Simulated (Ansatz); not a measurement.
**A computed series for BN: element substitutions**

Take BN in the zinc blende structure (space group F-43m, No. 216; a = 3.609 Å) as the base.

Each row replaces one element on all its sites; cell and atoms are relaxed.

Calculations: r2SCAN/PAW in Ansatz (a first-principles code), no SOC, earlier PAW set.

```json
[
 {"variant": "base", "band gap": "4.99 eV", "volume per atom": "5.88 Å³"},
 {"variant": "N → O", "band gap": "zero", "volume per atom": "?"},
 {"variant": "B → Be", "band gap": "zero", "volume per atom": "7.73 Å³"},
 {"variant": "B → Ga", "band gap": "2.17 eV", "volume per atom": "11.38 Å³"}
]
```

Some entries are withheld; estimate them.


- N → O, volume per atom: 7.54 Å³

The magnetic state is the one reached from the starting moments; the real material's order can differ, and small cells can't hold many antiferromagnetic ones. Stability against distortions was not tested. As relaxed here, BO and BeN are hypothetical phases, not in the database extracts checked. Spin-polarised in the final run: BeN; the other runs are not. An odd electron count without spin: BO. This is not the structure that GaN has at room temperature and ambient pressure.
